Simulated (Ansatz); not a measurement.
An Ansatz (a first-principles code) run: Nb with a change (biaxial strain +2.50 %, plane normal [001], relaxed out of plane); r2SCAN (Ansatz), without spin-orbit coupling.

Input:

Ansatz 0.2 input:
```yaml
crystal:
  lattice:
    - [3.3870804024, 0, 0]
    - [0, 3.3870804024, 0]
    - [1.6935402012, -1.6935402012, 1.6315814134]
  atoms:
    - { symbol: Nb, position: [0, 0, 0] }
basis: { ecutwfc: 500, ecutrho_ratio: 4, xc_grid: 4, fft_grid_basis: typed }
kpoints: { mp_grid: { grid: [28, 28, 28] } }
hamiltonian:
  xc: r2scan
  dispersion: none
  pseudopotentials: { kind: paw }
scf: { occupations: { method: fermi_dirac, width: 0.1 } }
relax: { f_tol: 0.005, max_steps: 50, cell: { stress_tol: 0.01, fix: [a, b, gamma] } }
output: { forces: true, stress: true }
checkpoint: { write: state.ck, write_every: 1000 }
```

Output (explanatory and most iteration lines left out):

```
Relaxation: its limit of steps is 50 (relax.max_steps)
Pseudopotential: Nb, paw, valence charge 13
Crystal: 1 atoms, lattice volume = 18.718 Å³
Basis set: ecut = 500 eV, 473 PW (Γ), exchange–correlation on 100×100×96 points (64 copies of the dense FFT grid, shifted against one another)
Bands: 11, of which v1, the nominal top of the filled ones, is band 7 counted from 1 (6 counted from 0)
Symmetry: 16 space group operations
Space group: I4/mmm (ITA 139), of the structure as read, at distance tolerance 2.7e-5 Å
k-points: 1639 of 21952
Functional: x = r2scan, c = r2scan; τ floored in thin density (d = 2e-4 eV/Å³)
SCF iter   1: F=—  HF=-4563.637711 eV  |F-HF|=—  |Δ(HF+E_count)|=         —  Δρ=9.95e-3  dr2=1.52e-2  dr2_τ=9.57e-3  ethr=1.77e-3  ⟨swp⟩=5.0  Hψ=110479  notcnv=0
SCF iter   2: F=—  HF=-4563.634537 eV  |F-HF|=—  |Δ(HF+E_count)|=   3.17e-3  Δρ=3.28e-3  dr2=5.53e-4  dr2_τ=6.26e-4  ethr=1.17e-4  ⟨swp⟩=3.0  Hψ=44536  notcnv=0
SCF 1 converged in 6 iterations: F = -4563.634930 eV  dr2 = 3.53e-9
relax step   1: F+E_penalty+E_count = -4563.63492958 eV  Δ(F+E_penalty+E_count) = +0.000e0 eV  max|allowed force component| = 0.000e0 eV/Å  Δτ_max = 0.0000 Å  P = -5.909 GPa  Ω = 18.718 Å³  fix = [a, b, gamma]  reactions: a -7.041, b -7.041 GPa  (6 SCF iters, dr2 threshold 1.00e-7 eV, accepted)
[... steps on the carried basis left out ...]
relax step   5: F+E_penalty+E_count = -4563.63868696 eV  Δ(F+E_penalty+E_count) = +4.994e-7 eV  max|allowed force component| = 0.000e0 eV/Å  Δτ_max = 0.0000 Å  P = -3.206 GPa  Ω = 18.408 Å³  energy of the carried Pulay correction = +1.880e-4 eV  fix = [a, b, gamma]  reactions: a -4.810, b -4.810 GPa  (3 SCF iters, dr2 threshold 2.82e-10 eV, accepted)
Crystal: 1 atoms, lattice volume = 18.408 Å³
SCF iter   1: F=—  HF=-4563.638507 eV  |F-HF|=—  |Δ(HF+E_count)|=         —  Δρ=6.87e-5  dr2=9.37e-8  dr2_τ=1.05e-6  ethr=7.97e-9  ⟨swp⟩=3.6  Hψ=166306  notcnv=0
SCF iter   2: F=—  HF=-4563.638507 eV  |F-HF|=—  |Δ(HF+E_count)|=   1.74e-7  Δρ=3.42e-5  dr2=2.28e-8  dr2_τ=3.35e-8  ethr=7.21e-10  ⟨swp⟩=2.3  Hψ=28722  notcnv=0
SCF 6 converged in 6 iterations: F = -4563.638507 eV  dr2 = 6.73e-14
SCF converged after 6 iterations
Free energy (F): -4563.638507 eV
Internal energy: -4563.591987 eV  (E = F + TS)
E sigma→0 (E₀):  -4563.615247 eV
Entropy (-TS):   -0.046520 eV (-46.520 meV/atom)
Fermi energy:    17.318322 eV
--- Forces (eV/Å), atoms counted from 1 ---
  atom   1  Nb     0.00000000     0.00000000     0.00000000
--- Stress (GPa, compression-positive) ---
       -4.813226       0.000000       0.000000
        0.000000      -4.813226       0.000000
        0.000000       0.000000      -0.006730
  P = ⅓ Tr σ = -3.2111 GPa (-32.111 kbar)
--- Relaxed structure (5 steps of the walk, 4 accepted, 1 SCFs on fresh bases) ---
  cell:  # Å, volume = 18.4080 Å³
    - [3.3870804024, 0.0, 0.0]
    - [0.0, 3.3870804024, 0.0]
    - [1.6935402012, -1.6935402012, 1.6045574386914594]
  atoms:
    - { symbol: Nb, position: [0.0, 0.0, 0.0] }
```

Whether these cells are dynamically stable was not tested. The final runs are not spin-polarised. The cell was made from Nb in the bcc (W type) structure (space group Im-3m, No. 229) by this change: biaxial strain +2.50 %, plane normal [001], relaxed out of plane.
